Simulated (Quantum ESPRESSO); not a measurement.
Short convergence ladders for ScGa₃ (P4mm, 4 atoms in the cell)

```yaml
crystal:
  lattice:
    - [4.06135, 0.00000, 0.00000]
    - [0.00000, 4.06135, 0.00000]
    - [0.00000, 0.00000, 4.06135]
  atoms:
    - { symbol: Sc, position: [0.00000, 0.00000, 0.01231] }
    - { symbol: Ga, position: [0.50000, 0.50000, 0.00000] }
    - { symbol: Ga, position: [0.00000, 0.50000, 0.50000] }
    - { symbol: Ga, position: [0.50000, 0.00000, 0.50000] }
```

Base method: PBEsol, PseudoDojo standard norm-conserving (PBESOL) pseudopotentials (plane waves; Quantum ESPRESSO 7.5).

Base settings: ecutwfc = 80 Ry; occupations = smearing; smearing = gauss; degauss = 0.0073499 Ry; potentials = {Sc: Sc.upf, Ga: Ga.upf}; K_POINTS = automatic 4 4 4 0 0 0; conv_thr = 1e-10 Ry; mixing_beta = 0.4.

The count of work is k-points × plane waves × bands × iterations; it is no time. Core times come from one kind of shared machine, to one figure; runs under 30 s give none.

**Shifted k-point meshes**

Only quantities that move along the ladder and can be compared are tabulated.

```csv
K_POINTS,free energy less the last step's (meV/atom),pressure (GPa),largest difference of a force vector from the last step's (eV/Å),count of work / last
automatic 2 2 2 1 1 1,-255.00,-3.46,0.033,0.0063
automatic 4 4 4 1 1 1,3.26,-1.28,0.021,0.041
automatic 6 6 6 1 1 1,9.82,-0.70,0.005,0.15
automatic 12 12 12 1 1 1,0.00,-0.73,0.000,1.0
```

Coarsest K_POINTS that holds the pressure within 0.5 GPa of the last step, with all finer ones: automatic 6 6 6 1 1 1, at 0.15 of the last step's count of work; the step before is off by 0.55 GPa.

Coarsest K_POINTS that holds the free energy within 5 meV/atom: not settled: the last two steps still differ by 9.8 meV/atom, over half the tolerance, so the ladder does not show it.

Coarsest K_POINTS that holds the forces within 0.01 eV/Å: not settled: the last two steps still differ by 0.005 eV/Å, over half the tolerance, so the ladder does not show it.

**The k-point mesh at a smearing width of 0.05 eV**

In this ladder: degauss = 0.0036749 Ry.

The second cell is the first with its lattice scaled by 0.98.

Only quantities that move along the ladder and can be compared are tabulated.

```tsv
K_POINTS	free energy less the last step's (meV/atom)	energy of the compressed cell less the first (meV/atom)	pressure (GPa)	largest difference of a force vector from the last step's (eV/Å)	count of work / last	core time / last (rough)
automatic 3 3 3 0 0 0	56.47	6.46	-1.65	0.030	0.074	–
automatic 5 5 5 0 0 0	-4.66	11.28	-0.99	0.017	0.20	0.2
automatic 7 7 7 0 0 0	6.06	10.19	-1.01	0.008	0.49	0.5
automatic 9 9 9 0 0 0	0.00	13.82	-0.45	0.000	1.0	1
```

Coarsest K_POINTS that holds the free energy within 2 meV/atom: not settled: the last two steps still differ by 6.1 meV/atom, over half the tolerance, so the ladder does not show it.

Coarsest K_POINTS that holds the energy of the compressed cell less the first within 2 meV/atom: not settled: the last two steps still differ by 3.6 meV/atom, over half the tolerance, so the ladder does not show it.

**The SCF threshold**

The mesh stays at the base's, so the ladder's end is converged at best in this setting alone.

Only quantities that move along the ladder and can be compared are tabulated.

```csv
conv_thr,free energy less the last step's (meV/atom),largest difference of a force vector from the last step's (eV/Å),count of work / last
0.0073 Ry,1.91,0.096,0.21
7.3e-05 Ry,0.06,0.043,0.36
7.3e-07 Ry,0.00,0.002,0.50
1e-10 Ry,0.00,0.000,0.79
7.3e-14 Ry,0.00,0.000,1.0
```

Coarsest conv_thr that holds the forces within 0.005 eV/Å of the last step, with all finer ones: 7.3e-07 Ry; the step before is off by 0.043 eV/Å.

Coarsest conv_thr that holds the free energy within 0.5 meV/atom of the last step, with all finer ones: 7.3e-05 Ry, at 0.36 of the last step's count of work; the step before is off by 1.9 meV/atom.

On the base run: the starting cell comes from a database of computed structures (which also holds hypothetical and non-ambient phases and stackings), without a prior relaxation at this level. Its lattice was rescaled by up to half a per cent. One atom was moved a little off its site on purpose. Without a gap this mesh is coarse (it stands for a supercell whose shortest vector is 16 Å).
